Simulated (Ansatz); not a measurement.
The parent structure is Y in the hcp (Mg type) structure (space group P6_3/mmc, No. 194; a = 3.6809 Å, c = 5.7213 Å; relaxed with 0.1 eV smearing).

All numbers come from r2SCAN (Ansatz, a quantum-chemistry and plane-wave program; PAW; 500 eV plane waves; scalar-relativistic without spin-orbit coupling), earlier PAW set.

Before the change:

The pressure is 0.0 GPa and the band gap is zero.

Modification: the cell is scaled by 0.9860 in all directions, atoms relaxed at fixed cell.

Question: How does this affect the pressure?

Answer: The pressure (mean of the normal stresses, compression positive) goes from zero to 1.8 GPa.

Question: What happens to the energy relative to the base?

Answer: The energy grows by 7.6 meV/atom.

Question: What does the calculation give for the band gap after the change?

Answer: The band gap stays zero.

The cells carry an imposed strain or load. No phonon test of stability was made. All final runs are without spin polarisation.
